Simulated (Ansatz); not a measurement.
Start from BN in the zinc blende structure (space group F-43m, No. 216; a = 3.625 Å). Axes: x, y, z lie along the cube axes.

It is then changed as follows: uniaxial stress, 2 GPa tension along z; all other stress components relax to zero.

Levels (all Ansatz, a first-principles code, PAW): PBE (420 eV, no spin-orbit coupling); PBE+SOC (420 eV, noncollinear with spin-orbit coupling).

The geometry is relaxed with PBE.

| Quantity | Result |
|---|---|
| PBE valence-band top at Γ | 0.00, 0.00, -0.03 eV |
| PBE lowest conduction level above the VBM at special points | X 4.43 eV; M 4.49 eV; S₀ 6.94 eV; S 6.94 eV |
| PBE smallest direct gap | 8.77 eV |
| PBE gap character | indirect, Γ → X |

What does PBE+SOC give at this geometry for the valence-band top at Γ, lowest conduction level above the VBM at special points, smallest direct gap and gap character?

The valence-band top at Γ (three highest Kramers pairs, from the VBM) goes from 0.00, 0.00, -0.03 eV to 0.00, -0.01, -0.04 eV; the lowest conduction level above the VBM at special points goes from X 4.43 eV; M 4.49 eV; S₀ 6.94 eV; S 6.94 eV to X 4.42 eV; M 4.48 eV; S₀ 6.93 eV; S 6.93 eV; the smallest direct gap drops by 0.01 eV, from 8.77 eV to 8.76 eV; the gap character is still indirect, Γ → X.

Single points use the geometry relaxed with PBE. The spin-orbit shifts are approximate. Load acts through the strain it causes; cell and atoms are relaxed under it. Beyond what the load breaks, stability against distortions was not tested. k-point labels follow each cell's own Brillouin zone.
